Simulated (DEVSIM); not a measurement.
System: Al0.2Ga0.8As/GaAs p-n heterojunction, at 300 K.

```tsv
layer (left to right)	material	thickness (μm)	Nd (cm⁻³)	Na (cm⁻³)	τn (s)	τp (s)
1	Al0.2Ga0.8As	0.450	-	3.9e16	3.5e-9	3.5e-9
2	GaAs	0.270	1.2e15	-	3.5e-9	3.5e-9
```

Left contact: ohmic. Right contact: ohmic. Voltage is applied to the left contact. Recombination: SRH at mid-gap, radiative. Mobility is μmin + (μ − μmin)/(1 + (N/Nref)^α).

The device is made up for the run: typed textbook-type constants, with dimensions and the other settings drawn at random. Values at 300 K.

```tsv
parameter	Al0.2Ga0.8As	GaAs
gap (eV)	1.6734	1.424
affinity (eV)	3.912	4.07
permittivity	12.33	12.9
Nc (cm⁻³)	6.04e17	4.7e17
Nv (cm⁻³)	9e18	9e18
μn (cm²/Vs)	4980	8500
μp (cm²/Vs)	250	400
μn,min	500	500
μp,min	20	20
Nref,n	6e16	6e16
Nref,p	1.5e17	1.5e17
αn	0.39	0.39
αp	0.38	0.38
B (cm³/s)	2e-10	2e-10
```

Model (solved in DEVSIM): 1D drift-diffusion, Boltzmann statistics, complete ionisation; no tunnelling, impact ionisation, image-force lowering or self-heating. Band offsets follow the typed affinities; no thermionic-emission limit at abrupt steps, no polarisation charge.

The doping Na of layer 1 was swept, all else fixed.

```tsv
doping Na of layer 1 (cm^-3)	dark forward voltage at 1 A/cm² (V)	potential step across the device at zero bias (V)	dark forward voltage at 100 A/cm² (V)	largest field in the device at zero bias (V/cm)
1.2e15	0.920	1.130	1.236	19000
3.9e15	0.891	1.161	1.125	25000
1.2e16	0.883	1.190	1.063	34000
3.9e16	0.879	1.220	1.041	43000
1.2e17	0.877	1.249	1.034	52000
3.9e17	0.876	1.280	1.031	81000
1.2e18	0.876	1.309	1.030	___
```

Problem. Some entries are withheld; supply them.

Solution. 
- 1.2e18, largest field in the device at zero bias (V/cm): 130000
